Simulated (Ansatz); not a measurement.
Ansatz (a first-principles code), DFT, PBE, plane waves, its default PAW files: fluorite CoSi2, atoms displaced (Co4Si8), 12 atoms. Basis and mesh were picked for this test and aren't claimed converged.

```yaml
cell: 5.37, 5.37, 5.37 Å; 90, 90, 90°
distance_to_the_nearest_atom: 2.17 to 2.30 Å
task: single point
k mesh: 6×6×6
hamiltonian.xc: pbe
kind_of_files: paw
scf.occupations.method: fermi_dirac
scf.occupations.width: 0.1 eV
output.forces: true
memory maximum (--max-ram): 200GiB
accuracy: medium (default)
basis.precision: auto (default)
basis.xc_grid: 2 (default)
scf.eigensolver.kind: auto (default)
scf.convergence.dr2_threshold: 1.54422e-07 (default)
scf.lower_state_search: light (default)
k-points after symmetry: 112
bands_at_the_start: 62
electrons: 100
plane waves at Γ: 2969
cutoff (eV): 420
FFT grid: 36×36×36
symmetry_operations: 1
```

It runs on a single node (Arm Neoverse V2, 96 cores on 1 socket, no SMT, 1 L3 cache group).

Each time is the median wall time of two to five repeats, run one at a time on the otherwise empty machine; start-up is included. Unless noted, each process is bound to its own block of adjacent cores. Build: release build for Arm (Neoverse V2), one process with threads. Other compilers and libraries give other times. Scratch files lie in a memory file system.

First run (32 threads, scf.mixing.algorithm = auto (default), scf.mixing.beta = not set, scf.mixing.preconditioner = auto (default), scf.mixing.q_tf = not set, scf.mixing.ndim = not set):

```
── phase timings ───────────────────────
phase                  total
diag                  2.717s
density               0.286s
complement_search     0.131s
forces                0.077s
potential             0.031s
mixing                0.015s
fermi                 0.004s
energy                0.002s
xc_out                0.001s
energy_assemble       0.001s
paw_out               0.001s
hubbard               0.000s
efg                   0.000s
work_function         0.000s
charged_cell          0.000s
Σ                     3.268s
```

Second run:

```
── phase timings ───────────────────────
phase                  total
diag                  4.717s
density               0.482s
complement_search     0.131s
forces                0.078s
potential             0.058s
mixing                0.015s
fermi                 0.008s
energy                0.003s
xc_out                0.001s
energy_assemble       0.001s
paw_out               0.001s
hubbard               0.000s
efg                   0.000s
work_function         0.000s
charged_cell          0.000s
Σ                     5.496s
```

Problem. Which of these changes turns the first timing block into the second?
A) scf.mixing.algorithm = broyden, scf.mixing.preconditioner = kerker, scf.mixing.q_tf = 0.5 1/Å
B) scf.mixing.algorithm = broyden, scf.mixing.beta = 0.1
C) scf.mixing.ndim = 16
D) scf.mixing.preconditioner = none

Solution. B, scf.mixing.algorithm = broyden, scf.mixing.beta = 0.1. The largest move is in band solves (diag): 2.7 s to 4.7 s. The band solves carry the change: the iterations make 114289 against 206889 applications of H to a band, at 0.024 against 0.023 ms of diag time each. What the program resolved moves too: family of the mixer from MSR1 to Broyden. The other changes gave 4.2 s (scf.mixing.algorithm = broyden, scf.mixing.preconditioner = kerker, scf.mixing.q_tf = 0.5 1/Å), 3.5 s (scf.mixing.ndim = 16), 4.4 s (scf.mixing.preconditioner = none), against 5.7 s here and 3.5 s at first.

Keys are those of Ansatz 0.2.
